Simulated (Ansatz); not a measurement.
**Computed paths: interstitial B in silicon with all lengths changed by +1 %, charge state +1**

System: interstitial B in silicon with all lengths changed by +1 % (charge state +1). The numbers are results of PBE, PAW (plane waves to 420 eV; Ansatz, a program for electronic structure), not measurements.

64-site cell at the strained lattice (strain from the relaxed PBE one, atoms relaxed), a 2×2×2 k-point mesh shifted by half a step, smearing 0.01 eV, spin-restricted, no finite-size correction. Static, classical nuclei. The charge state is imposed; whether it is stable for some Fermi level was not computed. Sites that were not tried may lie lower.

Barriers: single points on a 3×3×3 k-point mesh shifted by half a step at the bands' geometries.

| Route | Start site over the lowest site run (eV) | Hop (Å) | Forward barrier (eV) | Backward barrier (eV) | Neighbours at the start | Neighbours at the saddle | Saddle order | Forward, on the band's own sampling (eV) |
|---|---|---|---|---|---|---|---|---|
| a concerted move, in which B travels most | 0.00 | 1.45 | 0.59 | 0.59 | Si at 1.89, 2 Si at 1.99 Å | 2 Si at 1.96, Si at 2.05, Si at 2.20 Å | not checked | 0.61 |

Paths come from CI-NEB runs.   1 more band(s) gave no usable saddle point.

The whole set of runs took around 9 core-hours (rough).
